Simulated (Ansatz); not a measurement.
Here is the system:

End structure of a constructed model of the (110) surface of bcc W, a cell of two sites (a+b, b-a) surface alloy, Pt on one W site of the top plane (bottom of the slab: a bare face, its two planes held):

```
CELL_PARAMETERS angstrom
      1.83845     2.59996     0.00000
     -3.67690     2.59996     0.00000
      0.00000     0.00000    27.50000
ATOMIC_POSITIONS crystal
  W  0.50000 0.00000 0.29672
  W  0.00000 0.50000 0.29672
  W  0.00000 0.00000 0.37860
  W  0.50000 0.50000 0.37860
  W  0.50000 0.00000 0.46064
  W  0.00000 0.50000 0.46031
  W  0.00000 0.00000 0.54219
  W  0.50000 0.50000 0.54195
  W  0.50000 0.00000 0.62337
  W  0.00000 0.50000 0.62533
  Pt 0.00000 0.00000 0.70511
  W  0.50000 0.50000 0.70036
```

Set-up: 12 atoms, 11.2 Å thick at the start with caps and adatoms (thin: gaps and levels are the slab's own); mesh 12x8x1; 0.1 eV smearing; dipole correction on; 4 atoms held, the rest relaxed; symmetry of the start imposed; no spin, no spin-orbit, no U. It is one candidate, not shown to be the stable structure of the face.

### Question
Give the work function of the top face at the level PBE (Ansatz, an electronic-structure program).

### Answer
4.84 eV
